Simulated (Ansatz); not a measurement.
Reference: PtS (P4_2/mmc), PBEsol, rigid bands (plane waves, PAW, scalar-relativistic; Ansatz, a quantum-chemistry and plane-wave program); axes and stresses refer to this cell.

```xyz
4
Lattice="3.4752 0.0000 0.0000 0.0000 3.4752 0.0000 0.0000 0.0000 6.0671" Properties=species:S:1:pos:R:3 pbc="T T T"
Pt     1.7376     0.0000     3.0336
Pt     0.0000     1.7376     0.0000
S      0.0000     0.0000     4.5503
S      0.0000     0.0000     1.5168
```

The electron conductivity mass is 0.95 mₑ. The electron mass along x is 1.17 mₑ. The hole mass along z is 2.7 mₑ.

Question: Change: functional r2SCAN on the same cell. What happens to electron conductivity mass, electron mass along x, hole mass along z?

Answer: electron conductivity mass drops to 0.81 mₑ; electron mass along x drops to 1.05 mₑ; hole mass along z moves little, to 2.8 mₑ.

Masses are for dilute carriers at 300 K, harmonic means over directions unless an axis is named. Spin-orbit coupling is left out unless a row names it; without it hole values are far off for these elements. 

Formula and space group known from diffraction (Crystallography Open Database), not checked to be the room-temperature form: PtS (P4_2/mmc).
